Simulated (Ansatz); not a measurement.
The parent structure is KF in the NiAs type structure (space group P6_3/mmc, No. 194; a = 3.739 Å, c = 6.598 Å; a hypothetical phase, not in the database extracts checked). Axes: x lies along a and z along c of the hexagonal cell.

Structures relaxed with Ansatz (a first-principles code) PBE, no spin-orbit coupling.

Base:

Simulated powder pattern, Cu Kα1, λ = 1.54056 Å (kinematic, ideal powder, no thermal factors, no anomalous dispersion; the 8 strongest lines at most, above 2 %, up to 2θ = 90°):

| 2θ (°) | I/Imax (%) | hkl |
|---|---|---|
| 27.01 | 8.0 | (002) |
| 27.52 | 51 | (100) |
| 30.73 | 24 | (101) |
| 38.94 | 100 | (102) |
| 48.66 | 34 | (110) |
| 64.00 | 18 | (202) |
| 77.04 | 13 | (114) |
| 84.33 | 15 | (212) |

After one change:

Simulated powder pattern, Cu Kα1, λ = 1.54056 Å (kinematic, ideal powder, no thermal factors, no anomalous dispersion; the 8 strongest lines at most, above 2 %, up to 2θ = 90°):

| 2θ (°) | I/Imax (%) |
|---|---|
| 27.22 | 99 |
| 27.31 | 98 |
| 27.72 | 98 |
| 38.56 | 100 |
| 38.89 | 97 |
| 38.93 | 97 |
| 38.95 | 95 |
| 39.13 | 96 |

Problem. Which of these changes matches the shifts?
A) strain tensor (xx, yy, zz, yz, xz, xy) = (+0.43, +0.40, +1.72, +0.70, +0.83, +0.10) %
B) uniaxial strain ε_yy = −5.32 %
C) tensor shear ε_yz = +1.11 %
D) strain tensor (xx, yy, zz, yz, xz, xy) = (+0.00, +0.78, −0.62, −0.06, +0.78, −1.04) %

Solution. D, strain tensor (xx, yy, zz, yz, xz, xy) = (+0.00, +0.78, −0.62, −0.06, +0.78, −1.04) %. Its volume per atom is 20.00 Å³ against 19.97 Å³, and its space group is P-1 (No. 2).

No phonon test of stability was made.
